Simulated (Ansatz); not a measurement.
## Several settings converged on MoTe2 (P3m1, 6 atoms in the cell)

```
MoTe2
1.0
    1.76528    -3.05755     0.00000
    1.76528     3.05755     0.00000
    0.00000     0.00000    14.00188
Te Mo
4 2
Direct
  0.33333   0.66667   0.88257
  0.66667   0.33333   0.37900
  0.66667   0.33333   0.12100
  0.33333   0.66667   0.62100
  0.33333   0.66667   0.25000
  0.66667   0.33333   0.75000
```

Base method: LDA (PW92), default PAW files made with PBE (plane waves; Ansatz, an electronic-structure program).

Base settings: basis.ecutwfc = 30.9 Ry; kpoints.mp_grid.grid = 7 7 1; hamiltonian.xc = lda; hamiltonian.pseudopotentials = {kind: paw} (the program's default PAW files); scf.occupations.method = fermi_dirac; scf.occupations.width = 0.0007 Ry.

The count of work is k-points × plane waves × bands × iterations; it is no time. Core times come from one kind of shared machine, to one figure; runs under 30 s give none.

**The cutoff for other potential files**

Level: DFT, LDA (PW92), plane waves, harder PAW files (source: ansatz) made with PBE.

In this ladder: hamiltonian.pseudopotentials = {kind: paw, source: ansatz}.

The second cell is the first with its lattice scaled by 0.98.

The mesh stays at the base's, so the ladder's end is converged at best in this setting alone.

The first pressure column holds Ansatz's estimate of the finite-basis (Pulay) stress, which hides part of the cutoff error; the other is without it.

Only quantities that move along the ladder and can be compared are tabulated.

```csv
basis.ecutwfc,free energy less the last step's (meV/atom),energy of the compressed cell less the first (meV/atom),pressure (GPa),pressure without the Pulay estimate (GPa),largest difference of a force vector from the last step's (eV/Å),count of work / last
21.3 Ry,15399.40,0.39,-6.36,-398.66,0.092,0.11
25.7 Ry,4194.71,-8.96,-5.18,-147.98,0.119,0.14
33.1 Ry,311.27,-12.89,-4.34,-21.91,0.000,0.20
40.1 Ry,10.90,-11.75,-4.30,-5.32,0.000,0.28
47 Ry,1.13,-11.93,-4.29,-4.30,0.000,0.35
56.6 Ry,0.89,-11.94,-4.29,-4.30,0.000,0.46
70.6 Ry,0.33,-11.93,-4.29,-4.30,0.000,0.65
94.1 Ry,0.00,-11.94,-4.29,-4.29,0.000,1.0
```

Coarsest basis.ecutwfc that holds the pressure without the Pulay estimate within 0.1 GPa of the last step, with all finer ones: 47 Ry, at 0.35 of the last step's count of work; the step before is off by 1.0 GPa.

Coarsest basis.ecutwfc that holds the free energy within 5 meV/atom of the last step, with all finer ones: 47 Ry, at 0.35 of the last step's count of work; the step before is off by 11 meV/atom.

Coarsest basis.ecutwfc that holds the forces within 0.005 eV/Å of the last step, with all finer ones: 33.1 Ry, at 0.20 of the last step's count of work; the step before is off by 0.12 eV/Å.

The energy difference between the two cells stays within 1 meV/atom of the last step's from 33.1 Ry on, the total only from 56.6 Ry on: much of the error is common to both cells and cancels.

At the lowest cutoff the pressure without the Pulay estimate lies 394 GPa under the last step's, the usual sign of Pulay stress in an incomplete plane-wave basis.

**The relaxed cell against the cutoff**

On MoTe2 (P6_3/mmc, 6 atoms in the cell): atoms on their sites.

In this ladder: relax = cell and atoms.

The mesh stays at the base's, so the ladder's end is converged at best in this setting alone.

Only quantities that move along the ladder and can be compared are tabulated.

```csv
basis.ecutwfc,relaxed volume (Å³/atom),relaxation steps,core time / last (rough)
18.4 Ry,24.339,31,0.9
21.7 Ry,24.397,14,0.6
26.1 Ry,24.401,8,–
30.9 Ry,24.410,6,–
37.1 Ry,24.409,6,–
46.3 Ry,24.408,6,0.7
61.7 Ry,24.408,6,1
```

Coarsest basis.ecutwfc that holds the relaxed volume within 0.049 Å³/atom of the last step, with all finer ones: 21.7 Ry; the step before is off by 0.069 Å³/atom.

At the lowest cutoff the cell relaxes to a volume 0.3 % smaller than at the highest. Ansatz relaxes on a stress corrected for the finite basis.

On the base run: the starting cell has typed, rounded lattice constants, without a prior relaxation at this level. Its lattice was rescaled by up to half a per cent. One atom was moved a little off its site on purpose. Spin polarisation is off.

Left out of this page: 1 run of the series failed or unconverged.

Keys are those of Ansatz 0.2.
